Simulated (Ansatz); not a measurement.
MgS under load (space group I4/mmm), PBEsol, rigid bands run with Ansatz (an electronic-structure program). Condition of this run: biaxial strain xx = yy = +3 %, z clamped. Band gap 2.48 eV, N_c = 5.65e18 cm⁻³ and N_v = 8.60e19 cm⁻³ at 300 K, conductivity masses along z (a = (0.00, 2.67, 2.59) Å; b = (2.67, 0.00, 2.59) Å; c = (2.67, 2.67, 0.00) Å) of 0.491 mₑ (electrons) and 1.06 mₑ (holes). Take k_BT = 0.02585 eV.

### Question
What thermal injection velocity √(2k_BT/πm) limits a ballistic channel along the direction named?

### Answer
7.68e6 cm/s for electrons and 5.23e6 cm/s for holes, a ratio of √(m_h/m_e) = 1.47, for dilute carriers.

### Question
A film of it is 5 nm thick, with its normal along the direction named. Estimate the confinement energies in an infinite well.

### Answer
ħ²π²/(2m t²) = 0.376 eV·nm²/(m/mₑ × t²) gives 30.6 meV for electrons and 14.2 meV for holes, so the gap would widen to about 2.52 eV. Finite barriers and nonparabolic bands lower this, and with several valleys or bands the heaviest mass along the normal sets the lowest level, not this average.

### Question
What built-in voltage has an abrupt junction with N_A = 1e16 and N_D = 1e18 cm⁻³, all dopants ionised?

### Answer
V_bi = E_g/e − (k_BT/e) ln(N_c N_v/(N_A N_D)) = 2.48 − 0.02585 × 10.79 = 2.20 V, for the computed gap.

Rigid bands with the computed gap; masses take one relaxation time for all states. Spin-orbit coupling is left out; where it splits the top of the valence band, N_v and the p-type Seebeck coefficient come out somewhat high without it.
